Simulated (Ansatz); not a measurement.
The starting structures come from a database of crystals and need not be the phases stable at ambient conditions.

The decay constant κ of evanescent states in the gap governs leakage through a thin film.

```yaml
crystal:
  lattice:
    - [5.75968, 0.00000, 0.00000]
    - [-2.87984, 4.98803, 0.00000]
    - [2.87984, 1.66268, 4.70276]
  atoms:
    - { symbol: Ge, position: [0.75000, 0.37500, 0.87500] }
    - { symbol: Ge, position: [0.25000, 0.37500, 0.37500] }
    - { symbol: Ge, position: [0.75000, 0.37500, 0.37500] }
    - { symbol: Ge, position: [0.25000, 0.87500, 0.37500] }
    - { symbol: Ge, position: [0.00000, 0.00000, 0.00000] }
    - { symbol: Ge, position: [0.50000, 0.75000, 0.75000] }
    - { symbol: N, position: [0.76632, 0.14948, 0.61684] }
    - { symbol: N, position: [0.26632, 0.13316, 0.60052] }
    - { symbol: N, position: [0.76632, 0.61684, 0.61684] }
    - { symbol: N, position: [0.26632, 0.13316, 0.13316] }
    - { symbol: N, position: [0.23368, 0.61684, 0.61684] }
    - { symbol: N, position: [0.73368, 0.13316, 0.13316] }
    - { symbol: N, position: [0.23368, 0.61684, 0.14948] }
    - { symbol: N, position: [0.73368, 0.60052, 0.13316] }
```

Space group of this cell: Fd-3m. The cell is strained (all lengths scaled by 0.98); by PBEsol its mean pressure is 8.1 GPa.

Transport runs along the normal of the first two printed cell vectors, the (111) plane of the conventional cell.

The gap is the functional's own, uncorrected, and κ follows it; spin-orbit coupling is left out. Mid-gap values are interpolated between the computed energies.

### Question
Compute, with PBEsol (Ansatz, a program for electronic structure), the band gap and the smallest decay constant κ at mid-gap.

### Answer
Gap 2.24 eV on a 8×8×8 mesh; κ = 0.194 1/Å, at the zone centre.
